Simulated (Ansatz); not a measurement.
Consider the following.

```
CELL_PARAMETERS angstrom
      3.10998     0.00000     0.00000
     -1.55499     2.65352     0.00000
      0.00000     0.00000     3.49767
ATOMIC_POSITIONS crystal
  Mg 0.00000 0.00000 0.00000
  B  0.66723 0.33446 0.50000
  B  0.33277 0.66554 0.50000
```

No spin polarisation.

The values are results of Ansatz (an electronic-structure program) PBEsol, scalar-relativistic without spin-orbit coupling, not measurements. Settings: 22×22×17 k-points, 0.1 eV Fermi–Dirac smearing.

Task: What pressure (mean of the normal stresses, compression positive) does the calculation give?

Result: -2.5 GPa.

Task: What band gap does the calculation give?

Result: Zero.

Task: Predict the space group.

Result: Cmmm (No. 65).

The cells carry an imposed strain or load. No phonon test of stability was made. The final runs are not spin-polarised. The cell was made from MgB₂ (space group P6/mmm, No. 191) by this change: uniaxial strain ε_xx = +1.50 %.
